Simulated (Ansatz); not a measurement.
How the band gap of Lu2SiO5 (C2/c, No. 15; start mp-16969) moves with the method

No measured value is used here.

```csv
level (code),value (eV)
LDA (Ansatz),?
PBEsol (Ansatz),4.39
r²SCAN (Ansatz),5.03
HSE06 (Ansatz),6.27
```

Task: Fill in the missing entries.

Result: 
- LDA (Ansatz, a quantum-chemistry and plane-wave program), value (eV): 4.33

Computed values are for a static lattice. Spin–orbit coupling is included only where a level's name says +SOC; with heavier elements it mostly lowers gaps and can invert bands.  Values are at the PBEsol cell. Cutoffs and k meshes differ between the levels. Ansatz's density-functional and Hartree–Fock values are scalar-relativistic unless marked +SOC, with PAW data made under PBE.

A start named mp-… is a Materials Project structure, which can be a computed phase never made.
